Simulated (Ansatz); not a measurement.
## How far to go with the k-point mesh at a smearing width of 0.05 eV: InSb (R3m, 2 atoms in the cell)

```xyz
2
Lattice="0.0000 3.2303 3.2303 3.2303 0.0000 3.2303 3.2303 3.2303 0.0000" Properties=species:S:1:pos:R:3 pbc="T T T"
In     0.0289     0.0289     0.0289
Sb     1.6151     1.6151     1.6151
```

Computed with LDA (PW92), PAW files made with PBE (plane waves; Ansatz, a program for electronic structure).

Base settings: basis.ecutwfc = 420 eV; kpoints.mp_grid.grid = 7 7 7; hamiltonian.xc = lda; hamiltonian.pseudopotentials = {kind: paw} (the program's default PAW files); scf.occupations.method = fermi_dirac; scf.occupations.width = 0.01 eV.

In this ladder: scf.occupations.width = 0.05 eV.

The second cell is the first with its lattice scaled by 0.98.

Only quantities that move along the ladder and can be compared are tabulated.

The count of work is k-points × plane waves × bands × iterations; it is no time. 

The starting cell has typed, rounded lattice constants, without a prior relaxation at this level. Its lattice was rescaled by up to half a per cent. One atom was moved a little off its site on purpose. Ansatz's pressure includes its estimate of the finite-basis (Pulay) stress. The run gives no clean gap (levels at the Fermi energy touch, overlap or are partly filled at this smearing), which alone does not show that the compound is a metal.

| kpoints.mp_grid.grid | free energy less the last step's (meV/atom) | energy of the compressed cell less the first (meV/atom) | pressure (GPa) | largest difference of a force vector from the last step's (eV/Å) | count of work / last |
|---|---|---|---|---|---|
| 3 3 3 | 246.55 | 37.87 | 1.44 | 0.061 | 0.0067 |
| 4 4 4 | 78.37 | 23.23 | 0.33 | 0.025 | 0.015 |
| 5 5 5 | 29.14 | 18.84 | 0.00 | 0.012 | 0.021 |
| 6 6 6 | 12.17 | 17.35 | -0.11 | 0.007 | 0.036 |
| 7 7 7 | 5.55 | 16.79 | -0.15 | 0.004 | 0.049 |
| 8 8 8 | 2.71 | 16.56 | -0.17 | 0.002 | 0.073 |
| 10 10 10 | 0.74 | 16.41 | -0.18 | 0.001 | 0.13 |
| 14 14 14 | 0.07 | 16.34 | -0.19 | 0.000 | 0.32 |
| 17 17 17 | 0.01 | 16.32 | -0.19 | 0.000 | 0.55 |
| 21 21 21 | 0.00 | 16.32 | -0.19 | 0.000 | 1.0 |

Coarsest kpoints.mp_grid.grid that holds the forces within 0.01 eV/Å of the last step, with all finer ones: 6 6 6, at 0.036 of the last step's count of work; the step before is off by 0.012 eV/Å.

Coarsest kpoints.mp_grid.grid that holds the pressure within 1 GPa of the last step, with all finer ones: 4 4 4, at 0.015 of the last step's count of work; the step before is off by 1.6 GPa.

Coarsest kpoints.mp_grid.grid that holds the energy of the compressed cell less the first within 0.2 meV/atom of the last step, with all finer ones: 10 10 10, at 0.13 of the last step's count of work; the step before is off by 0.24 meV/atom.

The energy difference between the two cells stays within 1 meV/atom of the last step's from 7 7 7 on, the total only from 10 10 10 on: much of the error is common to both cells and cancels.

Keys are those of Ansatz 0.2.
